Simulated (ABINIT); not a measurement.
Band structure of K2S (Fm-3m, 3 atoms in the cell).

```
K2S
1.0
    0.00000     3.73649     3.73649
    3.73649     0.00000     3.73649
    3.73649     3.73649     0.00000
K S
2 1
Cartesian
  1.86825   1.86825   1.86825
  5.60474   5.60474   5.60474
  0.00000   0.00000   0.00000
```

Computed with PBE, PAW (JTH v2.0 PBE PAW) (plane waves; ABINIT).

Settings: pseudos = [K.GGA_PBE-JTH.xml, S.GGA_PBE-JTH.xml]; ecut = 21 Ha; pawecutdg = 42 Ha; pawxcdev = 0; occopt = 3; tsmear = 0.00183747 Ha; ngkpt = 6 6 6; nshiftk = 1; shiftk = 0 0 0; potentials = JTH v2.0 PBE PAW; kptopt = 1; nstep = 100; toldfe1 = 1e-09 Ha.

The starting cell has typed, rounded lattice constants, without a prior relaxation at this level. Its lattice was rescaled by a random factor within 2.5 % of one.

Problem. Predict the gap along the standard path and the places of the band edges.

Solution. The gap along the path is 2.31 eV, from X to Γ; the smallest direct gap on it is 2.48 eV.

Levels in eV from the top of the valence band on the SCF mesh, bands 9 to 16:
| point | 9 | 10 | 11 | 12 | 13 | 14 | 15 | 16 |
|---|---|---|---|---|---|---|---|---|
| Γ | -9.59 | -0.17 | -0.17 | -0.17 | 2.31 | 5.46 | 5.46 | 7.37 |
| X | -9.37 | -0.72 | 0.00 | 0.00 | 3.51 | 5.24 | 6.45 | 6.58 |
| W | -9.37 | -0.37 | -0.37 | -0.02 | 3.72 | 5.69 | 5.69 | 6.65 |
| K | -9.37 | -0.53 | -0.20 | -0.01 | 3.73 | 5.38 | 6.19 | 6.64 |
| L | -9.41 | -0.60 | -0.05 | -0.05 | 4.67 | 4.89 | 5.77 | 5.77 |
| U | -9.37 | -0.53 | -0.20 | -0.01 | 3.73 | 5.38 | 6.19 | 6.64 |
